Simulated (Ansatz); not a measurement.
We consider SiO2 (P4₁2₁2, No. 92), described by G0W0@PBEsol+SOC in Ansatz (plane waves, hard PAW, contour deformation, complete-basis limit, spin–orbit shift from PBEsol).

Settings: largest k mesh 6×6×4 (not extrapolated in the mesh).

Cell (measured lattice):

```
CELL_PARAMETERS angstrom
      4.97090     0.00000     0.00000
      0.00000     4.97090     0.00000
      0.00000     0.00000     6.92780
ATOMIC_POSITIONS crystal
  Si 0.30050 0.30050 0.00000
  Si 0.19950 0.80050 0.25000
  Si 0.69950 0.69950 0.50000
  Si 0.80050 0.19950 0.75000
  O  0.23920 0.10370 0.17860
  O  0.39630 0.73920 0.42860
  O  0.76080 0.89630 0.67860
  O  0.60370 0.26080 0.92860
  O  0.73920 0.39630 0.57140
  O  0.89630 0.76080 0.32140
  O  0.26080 0.60370 0.07140
  O  0.10370 0.23920 0.82140
```

Question: Estimate the band gap that the calculation returns.

Answer: 
- band gap: 9.26 eV

Note: spin–orbit coupling enters as the shift of the gap found with a semilocal functional; cell and atoms aren't relaxed at this level.

Computed values are for the static lattice.

Computing time: around 8 core-hours (rough).

Ansatz is a quantum-chemistry and plane-wave program.
